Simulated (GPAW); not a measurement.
Band structure of PdIn (Pm-3m, 2 atoms in the cell).

```yaml
crystal:
  lattice:
    - [3.25000, 0.00000, 0.00000]
    - [0.00000, 3.25000, 0.00000]
    - [0.00000, 0.00000, 3.25000]
  atoms:
    - { symbol: In, position: [0.50000, 0.50000, 0.50000] }
    - { symbol: Pd, position: [0.00000, 0.00000, 0.00000] }
```

Method: PBE, GPAW PAW datasets PBE (gpaw-data 1.0.1) (plane waves; GPAW).

Settings: mode = pw; ecut = 600 eV; xc = PBE; kpts = 8 8 8; mesh shift (steps) = 0 0 0; occupations.name = fermi-dirac; occupations.width = 0.1 eV; nbands = -10; convergence.density = 1e-05 e/electron; convergence.energy = 1e-05 eV/electron; symmetry.symmorphic = false; symmetry.tolerance = 0.0005; maxiter = 100; bandpath_npoints = 40.

The starting cell has typed, rounded lattice constants, without a prior relaxation at this level. Spin polarisation is off.

Levels in eV from the Fermi level, bands 11 to 18:
```csv
point,11,12,13,14,15,16,17,18
Γ,-3.86,-2.26,-2.26,-2.26,4.28,4.28,4.28,9.77
X,-3.86,-3.29,-3.29,-2.35,-1.09,9.74,9.74,10.03
M,-2.68,-2.68,-2.37,-2.37,-1.69,1.61,2.62,9.64
R,-4.95,-1.65,-1.65,0.06,3.88,3.88,3.88,4.50
```

Bands cross the Fermi level along this path, so the cell is metallic at this level.
